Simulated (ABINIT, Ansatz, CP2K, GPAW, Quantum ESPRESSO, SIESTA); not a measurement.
**One structure in several programs: Au3S (P6_3/mmc, 8 atoms in the cell)**

Self-consistent single point.

```xyz
8
Lattice="5.7578 0.0000 0.0000 -2.8789 4.9864 0.0000 0.0000 0.0000 4.7180" Properties=species:S:1:pos:R:3 pbc="T T T"
S      2.8789     1.6621     1.1795
S      0.0000     3.3243     3.5385
Au     1.4360     0.8291     3.5385
Au     1.4429     4.1574     1.1795
Au     0.0000     1.6581     1.1795
Au     2.8789     3.3283     3.5385
Au     4.3218     0.8291     3.5385
Au    -1.4429     4.1574     1.1795
```

All programs got the same cell, k-point mesh and kind of occupations (in Ansatz's words: kpoints.mp_grid.grid = 5 5 5; scf.occupations.method = gaussian; scf.occupations.width = 0.01 Ry); potentials, basis and cutoffs are each program's usual ones.

```csv
code,model,pressure (GPa),largest force (eV/Å),k-points,cutoff
Quantum ESPRESSO,"LDA (PZ), GBRV 1.5 ultrasoft (LDA) pseudopotentials",-3.91,0.014,15,40 Ry
SIESTA,"LDA PW92, numerical atomic orbitals TZP, PseudoDojo LDA standard norm-conserving potentials (rewritten from UPF to PSML)",-6.28,0.069,63,grid 300 Ry
Ansatz,"LDA (PW92), PAW files made with PBE",-3.70,0.015,15,30.9 Ry
ABINIT,"LDA (PW92), norm-conserving pseudopotentials (PseudoDojo nc-sr-04 LDA standard)",-3.94,0.010,15,38 Ha
CP2K,"LDA (Pade form), GPW, DZVP-MOLOPT-SR-GTH basis, GTH-PADE potentials (GTH_POTENTIALS)",2.38,0.134,63,grid 500 Ry
GPAW,"LDA (Perdew-Wang 92), GPAW PAW datasets LDA (gpaw-data 1.0.1)",-1.28,0.059,15,600 eV
```

No clean gap comes from Quantum ESPRESSO, SIESTA, Ansatz (a first-principles code), ABINIT, CP2K and GPAW: levels at the Fermi energy touch, overlap or are partly filled at this smearing.

The spread over the programs that give each value: pressure within 8.66 GPa; largest force within 0.124 eV/Å.

The starting cell comes from a database of computed structures (which also holds hypothetical and non-ambient phases and stackings), without a prior relaxation at this level. Its lattice was rescaled by a random factor within 2.5 % of one. On Ansatz's run: Spin-orbit coupling is off. In the base run, with a pressure of about -4 GPa the cell is away from its equilibrium volume at this level. The run gives no clean gap (levels at the Fermi energy touch, overlap or are partly filled at this smearing), which alone does not show that the compound is a metal.

### Question
Why do the programs differ, and what cannot be compared?

### Answer
Differences of this kind can come from the potentials, where these differ, and from what each basis and cutoff leave unconverged. The valence holds different numbers of electrons (Quantum ESPRESSO 78, SIESTA 126, Ansatz 126, ABINIT 126, CP2K 78, GPAW 78). The zero of total energies and Fermi levels follows the potentials and each program's conventions, so they are not compared here. SIESTA and CP2K use small atom-centred bases, whose incompleteness enters pressures, forces and empty levels differently from a plane-wave cutoff. Ansatz's pressure is given at a fixed set of plane waves, as the other plane-wave codes print theirs; with its correction for the finite basis it is -3.65 GPa. Ansatz's smearing width was typed in Ry to four decimals, so it matches the others to a few per cent. The same LDA comes in different parametrisations, which differ slightly. The programs reduce the same mesh by symmetry to different extents, which changes the work and not the result. In the pressure, SIESTA (by 2.47), CP2K (by 6.18) and GPAW (by 2.53) lie more than 1 GPa from the median of the plane-wave programs. In the force vectors, SIESTA (by 0.084) and CP2K (by 0.120) lie more than 0.08 eV/Å from the median of the plane-wave programs.

Left out of this page: Elk (stopped by limits of time or memory); FLEUR (not drawn, or without a comparable value).

Keys are those of Ansatz 0.2.
